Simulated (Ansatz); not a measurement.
The structure below was relaxed with DFT with r2SCAN+rVV10, PAW potentials and a 500 eV plane-wave cutoff in Ansatz (a first-principles code), without spin-orbit coupling, earlier PAW set.

```xyz
3
Lattice="1.5524 0.8963 5.6597 -1.5524 0.8963 5.6597 0.0000 -1.7926 5.6597" Properties=species:S:1:pos:R:3 pbc="T T T"
W      0.0000     0.0000     0.0066
P      0.0000     0.0000     9.6230
P      0.0000     0.0000    12.9746
```

**Question.** Find the space group and the Wyckoff positions.

**Answer.** Space group R3m, hexagonal axes (No. 160); a = 3.105 Å, b = 3.105 Å, c = 16.979 Å, α = 90.00°, β = 90.00°, γ = 120.00°

```json
[
 {"atom": "W", "site": "3a", "symmetry": "3m", "x": "0.0000", "y": "0.0000", "z": "0.9996"},
 {"atom": "P", "site": "3a", "symmetry": "3m", "x": "0.0000", "y": "0.0000", "z": "0.4332"},
 {"atom": "P", "site": "3a", "symmetry": "3m", "x": "0.0000", "y": "0.0000", "z": "0.2358"}
]
```

Stability against distortions was not tested. The final runs are not spin-polarised. The cell was made from WS2 by this change: S → P; the result is a hypothetical phase, not in the database extracts checked.
